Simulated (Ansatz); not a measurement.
The parent structure is BN (space group P6_3/mmc, No. 194; a = 2.506 Å, c = 6.615 Å; layered, stacked along the Cartesian z axis). Axes: x lies along a and z along c of the hexagonal cell.

Structures relaxed with PBE-D3(BJ)/PAW in Ansatz (a program for electronic structure), no spin-orbit coupling.

Base:

Simulated powder pattern, Mo Kα, λ = 0.71073 Å (kinematic, ideal powder, no thermal factors, no anomalous dispersion; the 10 strongest lines at most, above 2 %, up to 2θ = 40°):

```json
[
 {"2θ (°)": "12.34", "I/Imax (%)": "100", "hkl": "(002)"},
 {"2θ (°)": "18.85", "I/Imax (%)": "18", "hkl": "(100)"},
 {"2θ (°)": "19.84", "I/Imax (%)": "5.8", "hkl": "(101)"},
 {"2θ (°)": "22.59", "I/Imax (%)": "18", "hkl": "(102)"},
 {"2θ (°)": "24.82", "I/Imax (%)": "8.4", "hkl": "(004)"},
 {"2θ (°)": "31.35", "I/Imax (%)": "5.2", "hkl": "(104)"},
 {"2θ (°)": "32.95", "I/Imax (%)": "8.7", "hkl": "(110)"},
 {"2θ (°)": "35.30", "I/Imax (%)": "13", "hkl": "(112)"}
]
```

After one change:

Simulated powder pattern, Mo Kα, λ = 0.71073 Å (kinematic, ideal powder, no thermal factors, no anomalous dispersion; the 10 strongest lines at most, above 2 %, up to 2θ = 40°):

```tsv
2θ (°)	I/Imax (%)
12.31	100
18.29	20
19.31	6.4
22.10	19
24.76	8.4
30.95	5.4
31.96	9.6
34.37	15
39.20	2.3
```

Q: Which change produced these results?
(A) biaxial strain +1.20 %, plane normal [001], relaxed out of plane
(B) biaxial strain +0.60 %, plane normal [001], relaxed out of plane
(C) biaxial strain +2.40 %, plane normal [001], relaxed out of plane
(D) biaxial strain +3.00 %, plane normal [001], relaxed out of plane

A: D, biaxial strain +3.00 %, plane normal [001], relaxed out of plane. Its volume per atom is 9.57 Å³ against 9.00 Å³, and its space group is P6_3/mmc (No. 194).

Stability against distortions was not tested.
